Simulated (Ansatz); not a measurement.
The reference is GaAs in the zinc blende structure (space group F-43m, No. 216; a = 5.659 Å).

All numbers come from plane-wave PAW DFT at the PBEsol level (Ansatz, an electronic-structure program, 420 eV), no SOC.

Base values:

The band gap is 0.42 eV.

It is then changed as follows: every lattice vector is shortened by 0.50 %; the atoms relax in the strained cell.

How does this affect the band gap?

The band gap goes up by 0.11 eV, from 0.42 eV to 0.53 eV.

Estimate the effect on the energy relative to the base.

The energy goes up by 1.1 meV/atom.

Whether these cells are dynamically stable was not tested.
